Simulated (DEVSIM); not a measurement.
Structure: Schottky contact on n-type GaP, at 300 K.

Layer 1 from the left is GaP, thickness (μm) 0.400, Nd (cm⁻³) 1.6e14, τn (s) 1.4e-6, τp (s) 1.4e-6.

Left contact: Schottky, work function 5.22 eV, emission velocity 3.3e6 cm/s. Right contact: ohmic. Voltage is applied to the left contact. Recombination: SRH at mid-gap. Mobility is constant in doping.

Constants are typed, rounded textbook-type inputs, not results; the design itself was drawn at random and stands for no fabricated device. Values at 300 K.

GaP: gap (eV) 2.26, affinity (eV) 3.8, permittivity 11.1, Nc (cm⁻³) 1.8e19, Nv (cm⁻³) 1.9e19, μn (cm²/Vs) 250, μp (cm²/Vs) 150.

Model (solved in DEVSIM): 1D drift-diffusion, Boltzmann statistics, complete ionisation; no tunnelling, impact ionisation, image-force lowering or self-heating. Metal contacts follow the ideal Schottky-Mott rule: no Fermi-level pinning, no interface dipoles.

Dark forward current:

| |V| (V) | |J| (A/cm²) |
|---|---|
| 0.25 | 1.321e-13 |
| 0.30 | 8.940e-13 |
| 0.35 | 6.036e-12 |
| 0.40 | 4.065e-11 |
| 0.45 | 2.729e-10 |
| 0.50 | 1.826e-9 |
| 0.55 | 1.216e-8 |
| 0.60 | 8.057e-8 |
| 0.65 | 5.303e-7 |
| 0.70 | 3.462e-6 |
| 0.75 | 2.236e-5 |
| 0.80 | 0.0001423 |
| 0.85 | 0.0008884 |
| 0.90 | 0.005387 |
| 0.95 | 0.03120 |
| 1.00 | 0.1670 |
| 1.05 | 0.7726 |
| 1.10 | 2.781 |
| 1.15 | 7.174 |
| 1.20 | 13.66 |
| 1.25 | 21.18 |
| 1.30 | 29.05 |
| 1.35 | 37.01 |
| 1.40 | 45.00 |
| 1.45 | 53.00 |
| 1.50 | 61.00 |

Problem. Work out the local ideality factor n = ΔV / (kT/q · ln(J2/J1)) between the rows 0.25 and 0.30 V, 1.45 and 1.50 V.

Solution. kT/q = 25.85 mV. From 0.25 to 0.30 V: ln(8.940e-13/1.321e-13) = 1.912, n = 1.01, near the 1 of diffusion or emission over a barrier. From 1.45 to 1.50 V: ln(61.00/53.00) = 0.141, n = 13.76; the layers' resistance at their doping, Σ W/(qμN) = 0.0062 Ω cm², would take 50 mV of this step of 50 mV.

Problem. Estimate the current at 0.55 V for emission alone, J0 = q v N_band exp(−φB/kT), and read the barrier back from the simulated current.

Solution. φB = 1.420 eV, N_band = 1.80e19 cm⁻³, J0 = 1.32e-17 A/cm²; J = J0 (exp(qV/kT) − 1) = 2.30e-8 A/cm². The simulation gives 1.22e-8 A/cm²; the estimate lies 89 % above. Read backwards, the simulated current gives an apparent barrier of 1.436 eV. The estimate leaves out transport through the depletion region and minority injection.
